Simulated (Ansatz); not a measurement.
## How far to go with the plane-wave cutoff: Ni3Sn4 (Cm, 7 atoms in the cell)

```
Ni3Sn4
1.0
    6.13560    -2.03742     0.00000
    6.13560     2.03742     0.00000
   -1.35422     0.00000     5.04326
Ni Sn
3 4
Direct
  0.00109   0.00109   0.00991
  0.78416   0.78416   0.66356
  0.21584   0.21584   0.33644
  0.57265   0.57265   0.31357
  0.42735   0.42735   0.68643
  0.82788   0.82788   0.18744
  0.17212   0.17212   0.81256
```

Method: PBEsol, default PAW files made with PBE (plane waves; Ansatz, a first-principles code).

Base settings: basis.ecutwfc = 30.9 Ry; kpoints.mp_grid.grid = 3 3 3; hamiltonian.xc = pbesol; hamiltonian.pseudopotentials = {kind: paw} (the program's default PAW files); scf.occupations.method = gaussian; scf.occupations.width = 0.0073 Ry.

The second cell is the first with its lattice scaled by 0.98.

The mesh stays at the base's, so the ladder's end is converged at best in this setting alone.

The first pressure column holds Ansatz's estimate of the finite-basis (Pulay) stress, which hides part of the cutoff error; the other is without it.

Only quantities that move along the ladder and can be compared are tabulated.

The count of work is k-points × plane waves × bands × iterations; it is no time. 

The starting cell comes from a database of computed structures (which also holds hypothetical and non-ambient phases and stackings), without a prior relaxation at this level. Its lattice was rescaled by up to half a per cent. One atom was moved a little off its site on purpose. Spin polarisation is off. In the base run, with a pressure of about -4 GPa the cell is away from its equilibrium volume at this level. Without a gap this mesh is coarse (it stands for a supercell whose shortest vector is 12 Å).

| basis.ecutwfc | free energy less the last step's (meV/atom) | energy of the compressed cell less the first (meV/atom) | pressure (GPa) | pressure without the Pulay estimate (GPa) | largest difference of a force vector from the last step's (eV/Å) | count of work / last |
|---|---|---|---|---|---|---|
| 10.7 Ry | 72173.18 | 288.72 | 30.99 | -2355.00 | 4.847 | 0.096 |
| 12.5 Ry | 28506.90 | -191.96 | -8.39 | -1092.55 | 1.745 | 0.12 |
| 14 Ry | 13226.52 | 82.94 | -11.11 | -568.83 | 0.737 | 0.10 |
| 15.4 Ry | 6420.70 | 165.87 | -5.73 | -306.94 | 0.318 | 0.11 |
| 16.9 Ry | 2983.14 | -25.34 | -4.04 | -160.54 | 0.262 | 0.12 |
| 18.4 Ry | 1326.05 | 6.66 | -1.31 | -81.72 | 0.207 | 0.14 |
| 21.7 Ry | 188.39 | 0.54 | -2.58 | -18.06 | 0.045 | 0.18 |
| 24.6 Ry | 26.00 | 0.75 | -3.27 | -5.92 | 0.017 | 0.19 |
| 27.9 Ry | 3.96 | -1.02 | -3.48 | -3.69 | 0.003 | 0.23 |
| 30.9 Ry | 2.10 | -1.35 | -3.51 | -3.58 | 0.002 | 0.27 |
| 33.8 Ry | 1.15 | -1.47 | -3.53 | -3.58 | 0.001 | 0.31 |
| 37.1 Ry | 0.65 | -1.53 | -3.54 | -3.55 | 0.000 | 0.35 |
| 41.5 Ry | 0.47 | -1.55 | -3.54 | -3.55 | 0.000 | 0.42 |
| 46.3 Ry | 0.29 | -1.56 | -3.54 | -3.55 | 0.000 | 0.49 |
| 54 Ry | 0.09 | -1.58 | -3.54 | -3.55 | 0.000 | 0.70 |
| 61.7 Ry | 0.05 | -1.58 | -3.54 | -3.55 | 0.000 | 0.76 |
| 74.2 Ry | 0.00 | -1.58 | -3.54 | -3.55 | 0.000 | 1.0 |

Coarsest basis.ecutwfc that holds the forces within 0.02 eV/Å of the last step, with all finer ones: 24.6 Ry, at 0.19 of the last step's count of work; the step before is off by 0.045 eV/Å.

Coarsest basis.ecutwfc that holds the free energy within 5 meV/atom of the last step, with all finer ones: 27.9 Ry, at 0.23 of the last step's count of work; the step before is off by 26 meV/atom.

Coarsest basis.ecutwfc that holds the energy of the compressed cell less the first within 0.2 meV/atom of the last step, with all finer ones: 33.8 Ry, at 0.31 of the last step's count of work; the step before is off by 0.24 meV/atom.

The energy difference between the two cells stays within 1 meV/atom of the last step's from 27.9 Ry on, the total only from 37.1 Ry on: much of the error is common to both cells and cancels.

Two neighbours can agree and both be off: 21.7 Ry and 24.6 Ry differ by 0.21 meV/atom in the energy of the compressed cell less the first, yet lie about 2.3 meV/atom from the last step.

At the lowest cutoff the pressure without the Pulay estimate lies 2350 GPa under the last step's, the usual sign of Pulay stress in an incomplete plane-wave basis.

Keys are those of Ansatz 0.2.
